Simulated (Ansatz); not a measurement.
Amorphous B$_{38}$N$_{32}$, 70 atoms at 1.97 g/cm³, one PBE-relaxed geometry, zone centre. Methods: PBE, scalar-relativistic without spin-orbit coupling (Ansatz, a program for electronic structure); r2SCAN, scalar-relativistic without spin-orbit coupling (Ansatz); HSE06, scalar-relativistic without spin-orbit coupling (Ansatz). Plane waves to 420 eV (r2SCAN 500 eV); exact exchange is cut at the cell's faces. The usual formal charges leave 18 electrons over, so the level spacing at the Fermi energy parts defect or band states and needn't be the band gap. The higher rungs were started with moments on some atoms, which died out.

Preparation: random packing, a CHGNet melt and quench, and a DFT relaxation. N atoms were pushed apart under 1.9 Å during the dynamics, to hinder bonds among them. The hot cell started wider than the set density and was brought back towards it in steps. It is the lowest in DFT energy of 2 quenches. It is a model cell: composition and starting density were chosen by hand, and all elements were melted together. No dispersion term was used. Its density started from a set value of 1.97 and ended at 1.97 g/cm³. The quench (nominally 870 K/ps over its main leg) was far faster than any real one, so the model tends to hold more defects than a real film. Values belong to this one cell and scatter from quench to quench. The volume was held where the preparation left it, at a PBE pressure of -0.1 GPa (tension). Stress components on the final sampling reach 1.1 GPa. On a 2×2×2 Γ-centred mesh force components of up to 0.19 eV/Å stay, since the relaxation ran on the zone centre alone.

The relaxation ran on the zone centre alone. At PBE the level spacing at the Fermi energy is 1.08 eV on a 2×2×2 Γ-centred mesh, and the spacing at the zone centre alone 1.06 eV.

Task: What zone-centre spacing does r2SCAN give, roughly?

Result: 1.34 eV (+0.28 eV against PBE).

Task: What zone-centre spacing does HSE06 give, roughly?

Result: 2.15 eV (+1.08 eV against PBE).

The highest filled and the lowest empty state spread over these numbers of atoms (participation numbers): PBE: 21.6 and 24.3; r2SCAN: 22.5 and 22.7; HSE06: 22.2 and 23.7.
